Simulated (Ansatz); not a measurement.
System: SnO2 (P4₂/mnm, No. 136, 6 atoms in the cell; start mp-550172). Method: G0W0@HSE06 (plane waves, hard PAW, contour deformation, complete-basis limit; Ansatz, a quantum-chemistry and plane-wave program).

Numerical settings: largest k mesh 4×4×6 (not extrapolated in the mesh).

Cell (relaxed with PBEsol):

```
CELL_PARAMETERS angstrom
      4.76894     0.00000     0.00000
      0.00000     4.76903     0.00000
      0.00000     0.00000     3.21166
ATOMIC_POSITIONS crystal
  Sn 0.50000 0.50000 0.50000
  Sn 0.00000 0.00000 0.00000
  O  0.30625 0.30634 0.00000
  O  0.69375 0.69366 0.00000
  O  0.80625 0.19366 0.50000
  O  0.19375 0.80634 0.50000
```

Problem. Estimate the band gap that the calculation returns.

Solution. 
- band gap = 3.70 eV

Note: filled d or f shells below the valence bands can shift G0W0 gaps through exchange with them, which wasn't tested here; GW on a hybrid start was not checked against another program; the gap holds a correction of +0.37 eV to the complete basis.

Spin–orbit coupling is not included.

The computed numbers hold no vibrational or temperature effects.

Cost on a shared machine: roughly 23 core-hours.

A start named mp-… is a Materials Project structure, which need not be a measured phase.
